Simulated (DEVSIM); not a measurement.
Structure: Pt/AlN/SiO2/p-Si capacitor, at 300 K.

Layer 1 from the left is AlN, thickness (nm) 6.60. Layer 2 from the left is SiO2, thickness (nm) 0.690. Layer 3 from the left is Si, thickness (nm) 770, Na (cm⁻³) 5.6e17.

Metal gate on the left, work function 5.6 eV. Fixed charge at the semiconductor interface -6.5e10 cm⁻² (in units of +e); no interface traps.

This is a model device: material constants are rounded textbook-type values typed into the input, and sizes, dopings and lifetimes were drawn at random. Values at 300 K.

AlN: gap (eV) 6.1, affinity (eV) 1.9, permittivity 8.5. SiO2: gap (eV) 9, affinity (eV) 0.9, permittivity 3.9. Si: gap (eV) 1.124, affinity (eV) 4.05, permittivity 11.7, Nc (cm⁻³) 2.86e19, Nv (cm⁻³) 3.1e19.

DEVSIM, 1D Poisson equation in equilibrium, Boltzmann statistics, complete ionisation; no quantum confinement or tunnelling. Metal contacts follow the ideal Schottky-Mott rule: no Fermi-level pinning, no interface dipoles.

Q: What does the simulation give for the flat-band voltage, the minimum of the low-frequency capacitance?

A: flat-band voltage 0.54 V; minimum of the low-frequency capacitance 0.198 μF/cm².
